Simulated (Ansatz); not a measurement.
An Ansatz (an electronic-structure program) run: AlRu with a change (biaxial strain +0.50 %, plane normal [001], relaxed out of plane); r2SCAN (Ansatz), no spin-orbit coupling.

Input:

Ansatz 0.2 input:
```yaml
crystal:
  lattice:
    - [2.9980667282, 0, 0]
    - [0, 2.9980667282, 0]
    - [0, 0, 2.9756930959]
  atoms:
    - { symbol: Al, position: [0.5, 0.5, 0.5] }
    - { symbol: Ru, position: [0, 0, 0] }
basis: { ecutwfc: 500, ecutrho_ratio: 4, xc_grid: 4, fft_grid_basis: typed }
kpoints: { mp_grid: { grid: [19, 19, 19] } }
hamiltonian:
  xc: r2scan
  dispersion: none
  pseudopotentials: { kind: paw }
scf: { occupations: { method: fermi_dirac, width: 0.1 } }
relax: { f_tol: 0.005, max_steps: 50, cell: { stress_tol: 0.01, fix: [a, b, gamma] } }
output: { forces: true, stress: true }
checkpoint: { write: state.ck, write_every: 1000 }
```

Output (explanatory and most iteration lines left out):

```
Relaxation: its limit of steps is 50 (relax.max_steps)
Pseudopotential: Al, paw, valence charge 3
Pseudopotential: Ru, paw, valence charge 16
Crystal: 2 atoms, lattice volume = 26.747 Å³
Basis set: ecut = 500 eV, 691 PW (Γ), exchange–correlation on 96×96×96 points (64 copies of the dense FFT grid, shifted against one another)
Bands: 14, of which v1, the nominal top of the filled ones, is band 10 counted from 1 (9 counted from 0)
Symmetry: 16 space group operations
Space group: P4/mmm (ITA 123), of the structure as read, at distance tolerance 3.0e-5 Å
k-points: 550 of 6859
Functional: x = r2scan, c = r2scan; τ floored in thin density (d = 2e-4 eV/Å³)
SCF iter   1: F=—  HF=-6432.547883 eV  |F-HF|=—  |Δ(HF+E_count)|=         —  Δρ=7.12e-3  dr2=6.44e-3  dr2_τ=2.23e-2  ethr=1.77e-3  ⟨swp⟩=5.0  Hψ=41987  notcnv=0
SCF iter   2: F=—  HF=-6432.566439 eV  |F-HF|=—  |Δ(HF+E_count)|=   1.86e-2  Δρ=3.99e-3  dr2=2.67e-3  dr2_τ=7.67e-5  ethr=3.39e-5  ⟨swp⟩=2.0  Hψ=19611  notcnv=0  defer=7
SCF 1 converged in 6 iterations: F = -6432.565866 eV  dr2 = 3.40e-8
relax step   1: F+E_penalty+E_count = -6432.56586571 eV  Δ(F+E_penalty+E_count) = +0.000e0 eV  max|allowed force component| = 6.656e-31 eV/Å  Δτ_max = 0.0000 Å  P = -1.611 GPa  Ω = 26.747 Å³  fix = [a, b, gamma]  reactions: a -2.079, b -2.079 GPa  (6 SCF iters, dr2 threshold 1.00e-7 eV, accepted)
[... steps on the carried basis left out ...]
relax step   3: F+E_penalty+E_count = -6432.56599907 eV  Δ(F+E_penalty+E_count) = -3.864e-6 eV  max|allowed force component| = 1.627e-30 eV/Å  Δτ_max = 0.0000 Å  P = -1.190 GPa  Ω = 26.695 Å³  energy of the carried Pulay correction = +2.289e-5 eV  fix = [a, b, gamma]  reactions: a -1.784, b -1.784 GPa  (3 SCF iters, dr2 threshold 1.17e-7 eV, accepted)
Crystal: 2 atoms, lattice volume = 26.695 Å³
SCF iter   1: F=—  HF=-6432.565976 eV  |F-HF|=—  |Δ(HF+E_count)|=         —  Δρ=3.51e-5  dr2=9.95e-8  dr2_τ=2.61e-8  ethr=1.04e-8  ⟨swp⟩=3.1  Hψ=62742  notcnv=0
SCF iter   2: F=—  HF=-6432.565976 eV  |F-HF|=—  |Δ(HF+E_count)|=   2.60e-8  Δρ=1.83e-5  dr2=2.49e-8  dr2_τ=5.38e-9  ethr=5.24e-10  ⟨swp⟩=1.7  Hψ=10366  notcnv=0
SCF 4 converged in 6 iterations: F = -6432.565976 eV  dr2 = 1.11e-13
SCF converged after 6 iterations
Free energy (F): -6432.565976 eV
Internal energy: -6432.516820 eV  (E = F + TS)
E sigma→0 (E₀):  -6432.541398 eV
Entropy (-TS):   -0.049156 eV (-24.578 meV/atom)
Fermi energy:    16.036306 eV
--- Forces (eV/Å), atoms counted from 1 ---
  atom   1  Al     0.00000000     0.00000000     0.00000000
  atom   2  Ru     0.00000000     0.00000000     0.00000000
--- Stress (GPa, compression-positive) ---
       -1.784531       0.000000       0.000000
        0.000000      -1.784531       0.000000
        0.000000       0.000000      -0.002328
  P = ⅓ Tr σ = -1.1905 GPa (-11.905 kbar)
--- Relaxed structure (3 steps of the walk, 3 accepted, 1 SCFs on fresh bases) ---
  cell:  # Å, volume = 26.6946 Å³
    - [2.9980667282, 0.0, 0.0]
    - [0.0, 2.9980667282, 0.0]
    - [0.0, 0.0, 2.969893534331443]
  atoms:
    - { symbol: Al, position: [0.5, 0.5, 0.4999999999999999] }
    - { symbol: Ru, position: [4.705009423967944e-37, -3.136672949312343e-38, 0.0] }
```

No phonon test of stability was made. All final runs are without spin polarisation. The cell was made from AlRu in the CsCl type structure (space group Pm-3m, No. 221) by this change: biaxial strain +0.50 %, plane normal [001], relaxed out of plane.
